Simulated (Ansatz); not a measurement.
For Ta₂N (model structure, started from the Ni2In type, P6₃/mmc, No. 194, 6 atoms in the cell), PBEsol (Ansatz, a first-principles code, plane waves, PAW) gives:

```
Property                         Result
------------------------------  -------
equilibrium lattice constant a  4.470 Å
c axis length                   4.768 Å
```

Problem. What does PBE-D3(BJ) (Ansatz, PAW) give for the same quantities?

Solution. 
- lattice constant a: 4.455 Å (drops by 0.3 %)
- lattice parameter c: 4.827 Å (grows by 1.2 %)

Changes are worked out from the printed values.

Unless a cell is named, each level is at its own relaxed cell (PBEsol 13.75, PBE-D3(BJ) 13.83 Å³/atom).

Levels without +SOC leave out spin–orbit coupling, which shifts energies and cells of such heavy elements.

Ansatz's density-functional and Hartree–Fock values are scalar-relativistic unless marked +SOC, with PAW data made under PBE.

A model structure was made by putting elements into a prototype or built by hand; it is no filed structure, need not be a known phase, and can be a saddle point held by its symmetry.
